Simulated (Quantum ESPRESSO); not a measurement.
**One base run on Mg6MoW (Amm2, 8 atoms in the cell) and variants with one or two settings moved**

```
CELL_PARAMETERS angstrom
      4.74260     0.00000     0.00000
      0.00000     2.97809     5.43989
      0.00000    -2.97809     5.43989
ATOMIC_POSITIONS crystal
  Mg 0.00000 0.81711 0.33573
  Mg 0.00000 0.33573 0.81711
  Mg 0.00000 0.33036 0.33036
  Mg 0.50000 0.68269 0.16599
  Mg 0.50000 0.16599 0.68269
  Mg 0.50000 0.16948 0.16948
  Mo 0.00000 0.80960 0.80960
  W  0.50000 0.68904 0.68904
```

Base run A: Quantum ESPRESSO with PBEsol, GBRV 1.5 ultrasoft (PBESOL) pseudopotentials, self-consistent single point.

Its settings: ecutwfc = 40 Ry; ecutrho = 320 Ry; occupations = smearing; smearing = fd; degauss = 0.0073499 Ry; potentials = {Mg: mg_pbesol_v1.4.uspp.F.UPF, Mo: mo_pbesol_v1.uspp.F.UPF, W: w_pbesol_v1.2.uspp.F.UPF}; K_POINTS = automatic 4 4 4 1 1 1; conv_thr = 1e-10 Ry; mixing_beta = 0.7.

The starting cell comes from a database of computed structures (which also holds hypothetical and non-ambient phases and stackings), without a prior relaxation at this level. Spin polarisation is off. Without a gap this mesh is coarse (it stands for a supercell whose shortest vector is 19 Å).

ΔF is the free energy per atom less that of run A. A dash stands where there is no value to compare (another energy zero or no entropy term, no result, no spin, no clean gap, or a mesh too coarse for one). Absolute energies have different zeros for different potentials, functionals, Hubbard and dispersion terms and are not compared across them.

Runs D sample the zone with one or two k-points, far too few for so small a cell.

Run A gave: pressure (GPa) -2.80; largest force (eV/Å) 0.366; k-points 12.

Runs:
- B: pseudopotentials: {Mg: mg_pbesol_v1.4.uspp.F.UPF, Mo: mo_pbesol_v1.uspp.F.UPF, W: w_pbesol_v1.2.uspp.F.UPF} → {Mg: mg_pbe_v1.4.uspp.F.UPF, Mo: mo_pbe_v1.uspp.F.UPF, W: w_pbe_v1.2.uspp.F.UPF}; input_dft: default → vdw-df-cx [vdW-DF-cx]
- C: ecutwfc: 40 Ry → 24 Ry; ecutrho: 320 Ry → 192 Ry
- D: K_POINTS: automatic 4 4 4 1 1 1 → automatic 1 1 1 1 1 1
- E: ecutwfc: 40 Ry → 52 Ry; ecutrho: 320 Ry → 416 Ry
- F: degauss: 0.0073499 Ry → 0.058799 Ry
- G: conv_thr: 1e-10 Ry → 7.3e-10 Ry
- H: nosym: default → true
- I: mixing_ndim: default → 12
- J: conv_thr: 1e-10 Ry → 1e-11 Ry

Problem. What does run B change against A?

Solution. The pressure goes from -2.80 to -1.95 GPa and the largest force goes from 0.366 to 0.300 eV/Å.

Problem. What does run C change against A?

Solution. The free energy rises by 1.19 eV/atom, the pressure goes from -2.80 to -60.72 GPa and the largest force moves little (0.366 to 0.359 eV/Å).

```json
[
 {"run": "A", "ΔF (meV/atom)": "0.00", "pressure (GPa)": "-2.80", "largest force (eV/Å)": "0.366", "k-points": "12"},
 {"run": "B", "ΔF (meV/atom)": "–", "pressure (GPa)": "-1.95", "largest force (eV/Å)": "0.300", "k-points": "12"},
 {"run": "C", "ΔF (meV/atom)": "1191.1", "pressure (GPa)": "-60.72", "largest force (eV/Å)": "0.359", "k-points": "12"},
 {"run": "D", "ΔF (meV/atom)": "-643.2", "pressure (GPa)": "-6.12", "largest force (eV/Å)": "3.684", "k-points": "1"},
 {"run": "E", "ΔF (meV/atom)": "-13.8", "pressure (GPa)": "-2.50", "largest force (eV/Å)": "0.364", "k-points": "12"},
 {"run": "F", "ΔF (meV/atom)": "-619.1", "pressure (GPa)": "2.22", "largest force (eV/Å)": "0.341", "k-points": "12"},
 {"run": "G", "ΔF (meV/atom)": "0.00", "pressure (GPa)": "-2.80", "largest force (eV/Å)": "0.366", "k-points": "12"},
 {"run": "H", "ΔF (meV/atom)": "0.00", "pressure (GPa)": "-2.80", "largest force (eV/Å)": "0.366", "k-points": "32"},
 {"run": "I", "ΔF (meV/atom)": "0.00", "pressure (GPa)": "-2.80", "largest force (eV/Å)": "0.366", "k-points": "12"},
 {"run": "J", "ΔF (meV/atom)": "0.00", "pressure (GPa)": "-2.80", "largest force (eV/Å)": "0.366", "k-points": "12"}
]
```
